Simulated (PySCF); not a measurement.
PySCF 2.14.0, BP86/def2-tzvp, df: Sn(H)(F)(NH2)2 ([NH2][SnH]([NH2])[F]), 9 atoms. The geometry is a generated start, not checked to be a minimum at this level.

```yaml
task: energy
method: bp86
basis: def2-tzvp
two_electron_scheme: density fitting
mol.max_memory: 3000 MB
mf.max_cycle: 100
mf.init_guess: minao (default)
mf.DIIS: CDIIS (default)
mf.diis_space: 8 (default)
mf.conv_tol: 1e-09 (default)
mf.grids.level: 3 (default)
effective_core_potentials: those of the basis set, past Kr
basis_functions: 173
grid_points: 113064
```

```xyz
9

Sn     0.0443     0.5619    -0.1340
N     -1.6945    -0.4145    -0.1350
N      1.4274    -0.7670     0.4495
F     -0.0861     1.6918     1.4181
H      0.3551     1.7400    -1.3281
H     -1.6336    -1.3477    -0.5235
H     -2.4707     0.0602    -0.5788
H      2.0659    -0.3649     1.1269
H      1.9922    -1.1598    -0.2953
```

One run each on 2 threads, 1 BLAS thread. Values of level_shift (Hartree) tried: 0 (default), 0.1, 0.3, 1.

Task: Which value of level_shift (Hartree) needs the fewest Fock builds, and what happens away from it?

Result: Fewest Fock builds: 0.1 with 13. The count rises to 40 at 1. All converge to one solution.

| level_shift (Hartree) | Fock builds | end |
|---|---|---|
| 0 (default) | 15 | same solution |
| 0.1 | 13 | same solution |
| 0.3 | 16 | same solution |
| 1 | 40 | same solution |
